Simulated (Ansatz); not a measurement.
For Be₃N₂ (P6₃/mmc, No. 194, 10 atoms in the cell; start mp-6977; a measured phase of this formula has another space group), LDA in Ansatz (plane waves, PAW) gives:

```
Quantity                         Result
------------------------------  -------
equilibrium lattice constant a  2.811 Å
c axis length                   9.613 Å
```

Q: What does r²SCAN-D4 (Ansatz, a first-principles code, PAW) give for the same quantities?

A: 
- lattice constant a: 2.827 Å (goes up by 0.6 %)
- lattice parameter c: 9.694 Å (grows by 0.8 %)

Changes are worked out from the printed values.

Unless a cell is named, each level is at its own relaxed cell (LDA 6.58, r²SCAN-D4 6.71 Å³/atom).

Caveats: a distance lies near a switch of the dispersion term, which can move the cell (r²SCAN-D4); the relaxation could not lower the start's symmetry, so the cell can be a saddle point above a distorted one (LDA, r²SCAN-D4). Ansatz's density-functional and Hartree–Fock values are scalar-relativistic unless marked +SOC, with PAW data made under PBE.

A start named mp-… is a Materials Project structure, which need not be a measured phase.
